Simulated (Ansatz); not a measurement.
# BeTe, point defects

Take an 8-atom supercell of BeTe in the zinc blende structure (space group F-43m, No. 216) at its relaxed geometry as the base.

```
CELL_PARAMETERS angstrom
     -5.65693     0.00000     0.00000
      0.00000     0.00000     5.65693
      0.00000     5.65693     0.00000
ATOMIC_POSITIONS crystal
  Te 0.25000 0.75000 0.75000
  Te 0.75000 0.75000 0.25000
  Te 0.75000 0.25000 0.75000
  Te 0.25000 0.25000 0.25000
  Be 0.00000 0.00000 0.00000
  Be 0.50000 0.00000 0.50000
  Be 0.50000 0.50000 0.00000
  Be 0.00000 0.50000 0.50000
```

One neutral defect a cell, atoms relaxed at fixed cell.

Computed with Ansatz (a quantum-chemistry and plane-wave program) r2SCAN, no SOC.

```json
[
 {"variant": "perfect supercell", "largest displacement of a host atom from its site in the perfect cell": "–", "pressure": "0.0 GPa"},
 {"variant": "Li interstitial (started 2.31 Å from the nearest host atom)", "largest displacement of a host atom from its site in the perfect cell": "0.08 Å", "pressure": "3.3 GPa"},
 {"variant": "Be interstitial (started 2.45 Å from the nearest host atom)", "largest displacement of a host atom from its site in the perfect cell": "0.52 Å", "pressure": "3.5 GPa"},
 {"variant": "Be on a Te site (antisite), symmetric start", "largest displacement of a host atom from its site in the perfect cell": "0.00 Å", "pressure": "-2.9 GPa"},
 {"variant": "H interstitial (started 2.45 Å from the nearest host atom), symmetric start", "largest displacement of a host atom from its site in the perfect cell": "0.01 Å", "pressure": "1.1 GPa"},
 {"variant": "W on a Te site, symmetric start", "largest displacement of a host atom from its site in the perfect cell": "0.04 Å", "pressure": "-0.6 GPa"}
]
```

The magnetic state is the one reached from the starting moments; the real material's order can differ, and small cells can't hold many antiferromagnetic ones. In so small a cell the defect repeats every few ångströms: this is an ordered compound, not a dilute defect. A case with no gap was solved on a k-mesh chosen for an insulator, which is coarse for it. Defects with a symmetric start kept the site's symmetry and may sit on a saddle; the others started slightly shaken. Starting moments died away, wholly or in part, for Li interstitial (started 2.31 Å from the nearest host atom) and Be interstitial (started 2.45 Å from the nearest host atom); another magnetic solution may exist.
